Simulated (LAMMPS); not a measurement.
LAMMPS 22 Jul 2025, classical MD, SNAP (Si_Zuo_JPCA2020.snapcoeff): Si, 4096 atoms.

```yaml
task: MD, nve
potential: SNAP, Si_Zuo_JPCA2020.snapcoeff Si_Zuo_JPCA2020.snapparam
copies_of_the_repeat_unit: 8×8×8
shape (slab and sphere leave vacuum in the box): bulk
temperature: 800 K
steps: 100
timestep: 1 fs
neighbor_skin: 2 Å
neigh_modify: every 1 delay 0 check yes
thermo: 100
newton: on (default)
atom_modify sort (bins of 2 Å where set): 1000 (default)
comm_style: brick (default)
box: 43.4 × 43.4 × 43.4 Å
start: generated diamond lattice, warmed in an untimed run
compared_values: energy and forces of the first step, drift over the run
```

Machine: one whole node, Arm Neoverse V2, 96 cores on 1 socket, no SMT, 1 L3 cache group.

Each time is the median wall time of two to five repeats, run one at a time on the otherwise empty machine; start-up is included. Unless noted, each process is bound to its own block of adjacent cores. The times hold for this build (PyPI wheel: MPICH, OPENMP and OPT packages). Scratch files lie in a memory file system. A preparatory run goes ahead and isn't timed.

```csv
cores,layout,wall time,speed-up over 2,efficiency,core-seconds
2,2 ranks,30 s,1.0×,100 %,59
4,4 ranks,15 s,2.0×,99 %,60
8,8 ranks,7.6 s,3.9×,98 %,60
16,16 ranks,3.9 s,7.6×,95 %,62
32,32 ranks,2.4 s,13×,79 %,76
48,48 ranks,1.8 s,17×,70 %,85
64,64 ranks,1.4 s,21×,64 %,92
88,88 ranks,1.2 s,24×,56 %,110
```

Efficiency, counted from 2 cores, stays above one half up to 88 cores, the most tried. The shortest time, 1.2 s, comes at 88 cores. The share that grows most is that of start and exit outside the program's clock: from 1.8 % of the time on 2 cores to 23 % on 88. The largest part on 88 cores, pair forces (Pair), takes 29 s on 2 and 0.83 s there.
